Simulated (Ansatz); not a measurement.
Reference: BAs (F-43m), r2SCAN with spin-orbit coupling, rigid bands (plane waves, PAW; Ansatz, a quantum-chemistry and plane-wave program); axes and stresses refer to this cell.

```yaml
crystal:
  lattice:
    - [0.00000, 2.38394, 2.38394]
    - [2.38394, 0.00000, 2.38394]
    - [2.38394, 2.38394, 0.00000]
  atoms:
    - { symbol: B, position: [0.00000, 0.00000, 0.00000] }
    - { symbol: As, position: [0.25000, 0.25000, 0.25000] }
```

- electron conductivity mass: 0.30 mₑ
- hole conductivity mass: 0.32 mₑ
- Seebeck coefficient, p-type 1e19 cm⁻³: 238 μV/K

```json
[
 {"Change": "biaxial stress in (001) of -3.2 GPa (compression positive)", "electron conductivity mass": "0.30 mₑ", "hole conductivity mass": "___", "Seebeck coefficient, p-type 1e19 cm⁻³": "180 μV/K"},
 {"Change": "biaxial stress in (111) of -12.8 GPa (compression positive)", "electron conductivity mass": "___", "hole conductivity mass": "0.28 mₑ", "Seebeck coefficient, p-type 1e19 cm⁻³": "165 μV/K"},
 {"Change": "biaxial stress in (111) of -6.4 GPa (compression positive)", "electron conductivity mass": "0.31 mₑ", "hole conductivity mass": "0.28 mₑ", "Seebeck coefficient, p-type 1e19 cm⁻³": "184 μV/K"},
 {"Change": "biaxial stress in (111) of 6.4 GPa (compression positive)", "electron conductivity mass": "0.30 mₑ", "hole conductivity mass": "0.31 mₑ", "Seebeck coefficient, p-type 1e19 cm⁻³": "___"},
 {"Change": "uniaxial stress along [110] of -16 GPa (compression positive)", "electron conductivity mass": "0.36 mₑ", "hole conductivity mass": "___", "Seebeck coefficient, p-type 1e19 cm⁻³": "138 μV/K"},
 {"Change": "uniaxial stress along [111] of 9.6 GPa (compression positive)", "electron conductivity mass": "0.31 mₑ", "hole conductivity mass": "0.27 mₑ", "Seebeck coefficient, p-type 1e19 cm⁻³": "163 μV/K"}
]
```

Some entries are withheld; supply them.


- biaxial stress in (001) of -3.2 GPa (compression positive), hole conductivity mass: 0.30 mₑ
- biaxial stress in (111) of -12.8 GPa (compression positive), electron conductivity mass: 0.34 mₑ
- biaxial stress in (111) of 6.4 GPa (compression positive), Seebeck coefficient, p-type 1e19 cm⁻³: 206 μV/K
- uniaxial stress along [110] of -16 GPa (compression positive), hole conductivity mass: 0.25 mₑ

Masses are for dilute carriers at 300 K, harmonic means over directions unless an axis is named. Seebeck coefficients are for the stated density at 300 K, with one relaxation time for all states and whether or not that doping can be reached. Stresses and pressures are the targets of the relaxation.  The structure type is held under load, also where the real crystal would transform.
